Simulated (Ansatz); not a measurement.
**How far PBE and PBEsol part for HfN, Hf → Ta**

Start from HfN in the rock salt structure (space group Fm-3m, No. 225; a = 4.548 Å).

(Cell as relaxed with PBE.)

Levels (all Ansatz, an electronic-structure program, PAW): PBE (420 eV, scalar-relativistic without spin-orbit coupling); PBEsol (420 eV, without spin-orbit coupling).

Each level relaxes its own structure.

| base | PBE | PBEsol |
|---|---|---|
| volume per atom | 11.76 Å³ | 11.40 Å³ |
| lattice parameter a | 4.548 Å | 4.502 Å |
| band gap | zero | zero |

The change: Ta takes the place of Hf on all its sites, then cell and atoms are relaxed.

```json
[
 {"quantity": "shortest interatomic distance", "PBE": "2.209 Å", "PBEsol": "…"},
 {"quantity": "band gap", "PBE": "zero", "PBEsol": "…"}
]
```

Q: Given the PBE results, estimate those of PBEsol.

A: 
- shortest interatomic distance, PBEsol: 2.188 Å
- band gap, PBEsol: zero

PBE's shortest interatomic distance lies 0.021 Å above PBEsol's (0.9 %); the two agree on the band gap. Neither level is exact; PBEsol is the comparison here, not a measurement.

No phonon test of stability was made. All final runs are without spin polarisation. An odd electron count without spin: HfN. This is not the structure that TaN has at room temperature and ambient pressure.
